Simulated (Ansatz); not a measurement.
## SrCl2 in the fluorite structure (space group Fm-3m, No. 225)

```yaml
crystal:
  lattice:
    - [0.00000, 3.45392, 3.45392]
    - [3.45392, 0.00000, 3.45392]
    - [3.45392, 3.45392, 0.00000]
  atoms:
    - { symbol: Sr, position: [0.00000, 0.00000, 0.00000] }
    - { symbol: Cl, position: [0.25000, 0.25000, 0.25000] }
    - { symbol: Cl, position: [0.75000, 0.75000, 0.75000] }
```

Level of theory: DFT with PBEsol, PAW potentials and a 420 eV plane-wave cutoff in Ansatz (a quantum-chemistry and plane-wave program), spin-orbit coupling left out. Settings: 8×8×8 k-points, 0.05 eV Fermi–Dirac smearing.

```json
{
 "volume_per_atom": "27.47 Å³",
 "density": "3.19 g/cm³",
 "band_gap": "5.25 eV, indirect, X → Γ",
 "electron_mass": "0.37 mₑ",
 "total_energy": "-1873.789 eV/atom (σ→0; compares only within this code and set-up)"
}
```

Effective masses come from finite differences of ±0.01 Å⁻¹. Whether these cells are dynamically stable was not tested.
